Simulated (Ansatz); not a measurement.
The starting structures come from a database of crystals and need not be the phases stable at ambient conditions.

 Where the default PAW files enter, the runs use the earlier of Ansatz's two default sets.

```yaml
crystal:
  lattice:
    - [3.08352, 0.00000, 0.00000]
    - [0.00000, 8.05093, 0.00000]
    - [0.00000, -4.02546, 6.76314]
  atoms:
    - { symbol: Ge, position: [0.25000, 0.23548, 0.82915] }
    - { symbol: Ge, position: [0.75000, 0.76452, 0.17085] }
    - { symbol: Ge, position: [0.75000, 0.82915, 0.59367] }
    - { symbol: Ge, position: [0.25000, 0.17085, 0.40633] }
    - { symbol: Ge, position: [0.25000, 0.59367, 0.76452] }
    - { symbol: Ge, position: [0.75000, 0.40633, 0.23548] }
    - { symbol: N, position: [0.25000, 0.33333, 0.66667] }
    - { symbol: N, position: [0.75000, 0.66667, 0.33333] }
    - { symbol: N, position: [0.25000, 0.97272, 0.66963] }
    - { symbol: N, position: [0.75000, 0.02728, 0.33037] }
    - { symbol: N, position: [0.75000, 0.66963, 0.69691] }
    - { symbol: N, position: [0.25000, 0.33037, 0.30309] }
    - { symbol: N, position: [0.25000, 0.69691, 0.02728] }
    - { symbol: N, position: [0.75000, 0.30309, 0.97272] }
```

Space group of this cell: P2_1/m. The cell is strained (lengths along the current scaled by 0.97, ions clamped); by PBEsol its mean pressure is 7.1 GPa.

Transport runs along the normal of the first two printed cell vectors.

No gap correction and no spin-orbit coupling; mid-gap values are interpolated between computed energies.

Question: Estimate the band gap and the smallest decay constant κ at mid-gap that Ansatz (a program for electronic structure) with PBEsol returns for this system.

Answer: Gap 2.48 eV on a 10×6×6 mesh; κ = 0.233 1/Å, at the zone centre.
